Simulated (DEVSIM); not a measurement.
System: abrupt Si n-p junction, at 300 K.

| layer (left to right) | material | thickness (μm) | Nd (cm⁻³) | Na (cm⁻³) | τn (s) | τp (s) |
|---|---|---|---|---|---|---|
| 1 | Si | 0.0720 | 1.8e15 | - | 3.2e-5 | 3.2e-5 |
| 2 | Si | 21.0 | - | 3.2e15 | 3.2e-5 | 3.2e-5 |

Left contact: ohmic. Right contact: ohmic. Voltage is applied to the left contact. Recombination: SRH at mid-gap, Auger. Mobility is constant in doping.

The device is made up for the run: typed textbook-type constants, with dimensions and the other settings drawn at random. Values at 300 K.

| parameter | Si |
|---|---|
| gap (eV) | 1.124 |
| affinity (eV) | 4.05 |
| permittivity | 11.7 |
| Nc (cm⁻³) | 2.86e19 |
| Nv (cm⁻³) | 3.1e19 |
| μn (cm²/Vs) | 1417 |
| μp (cm²/Vs) | 470 |
| Cn (cm⁶/s) | 2.8e-31 |
| Cp (cm⁶/s) | 9.9e-32 |

Model (solved in DEVSIM): 1D drift-diffusion, Boltzmann statistics, complete ionisation; no tunnelling, impact ionisation, image-force lowering or self-heating.

Problem. Tabulate band edges, carrier densities and field at -0.9 V on the left contact.

Solution. Energies count from the Fermi level of the right contact; mesh points crowd at the junctions.

```csv
x (μm),Ec (eV),Ev (eV),n (cm⁻³),p (cm⁻³),field (V/cm)
0.000,1.150,0.026,1.8e15,65000,4600
0.01762,1.158,0.034,1.3e15,4.4e13,4700
0.03744,1.168,0.044,9.1e14,1.1e14,4900
0.05817,1.178,0.054,6.0e14,2.3e14,5300
0.08127,1.191,0.067,3.7e14,4.3e14,5200
0.1093,1.204,0.080,2.2e14,7.8e14,3900
0.1657,1.220,0.096,1.2e14,1.6e15,2000
0.3250,1.232,0.109,6.7e13,3.0e15,100
0.5794,1.230,0.106,6.2e13,3.3e15,-160
1.027,1.223,0.099,6.2e13,3.3e15,-170
1.926,1.208,0.084,6.2e13,3.3e15,-170
4.466,1.165,0.041,6.2e13,3.3e15,-170
8.187,1.103,-0.021,6.2e13,3.3e15,-170
13.80,1.009,-0.115,6.2e13,3.3e15,-170
18.00,0.939,-0.185,5.3e13,3.3e15,-170
19.48,0.914,-0.210,4.0e13,3.2e15,-170
20.22,0.901,-0.223,2.6e13,3.2e15,-170
20.64,0.894,-0.230,1.5e13,3.2e15,-170
20.90,0.890,-0.234,6.5e12,3.2e15,-170
20.99,0.888,-0.236,3.2e12,3.2e15,-170
21.04,0.887,-0.237,1.2e12,3.2e15,-170
21.07,0.887,-0.237,36000,3.2e15,-170
```
